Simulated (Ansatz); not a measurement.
**MgCd₂P₂ (model structure, started from the CaAl2Si2 type, P-3m1, No. 164, 5 atoms in the cell)**

Calculation: PBEsol in Ansatz (plane waves, PAW).

Settings: plane-wave cutoff 520 eV, 18×18×8 k mesh (along the axes of the cell as run), Fermi–Dirac smearing 0.05 eV, scalar-relativistic PAW data made under PBE.

Cell (relaxed with PBEsol):

```yaml
crystal:
  lattice:
    - [4.15188, 0.00000, 0.00000]
    - [-2.07594, 3.59563, 0.00000]
    - [0.00000, 0.00000, 6.71901]
  atoms:
    - { symbol: Mg, position: [0.00000, 0.00000, 0.00000] }
    - { symbol: Cd, position: [0.33333, 0.66667, 0.63509] }
    - { symbol: Cd, position: [0.66667, 0.33333, 0.36491] }
    - { symbol: P, position: [0.33333, 0.66667, 0.21759] }
    - { symbol: P, position: [0.66667, 0.33333, 0.78241] }
```

```json
{
  "band_gap": "0.35 eV (on the SCF k mesh)"
}
```

Note: the relaxation could raise the start's symmetry but not lower it, so the cell can be a saddle point.

Spin–orbit coupling is not included.

The computed numbers hold no vibrational or temperature effects.

The result took very roughly 60 core-seconds.

A model structure was made by putting elements into a prototype or built by hand; it is no filed structure, need not be a known phase, and can be a saddle point held by its symmetry.

Ansatz is a first-principles code.
